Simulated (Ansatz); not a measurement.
A computed series for BaHfO3: pressure series

Base system: BaHfO3 in the cubic perovskite structure (space group Pm-3m, No. 221; a = 4.2062 Å).

Cell and atoms are relaxed at each pressure.

Computed with plane-wave PAW DFT at the PBE level (Ansatz, a quantum-chemistry and plane-wave program, 420 eV), without spin-orbit coupling.

| change | band gap | shortest interatomic distance |
|---|---|---|
| base | 3.62 eV | 2.103 Å |
| pressure −2 GPa | 3.59 eV | 2.112 Å |
| pressure −1 GPa | 3.61 eV | 2.108 Å |
| pressure 0.3 GPa | 3.63 eV | 2.102 Å |
| pressure 0.7 GPa | 3.63 eV | 2.100 Å |
| pressure 1.5 GPa | 3.64 eV | 2.096 Å |
| pressure 5 GPa | 3.68 eV | 2.082 Å |
| pressure 7.5 GPa | 3.71 eV | 2.073 Å |
| pressure 10 GPa | 3.74 eV | 2.064 Å |

Spin-orbit coupling, missing from the scalar runs, can matter with Hf. Load acts through the strain it causes; cell and atoms are relaxed under it. No phonon test of stability was made. Competing high-pressure phases were not computed.
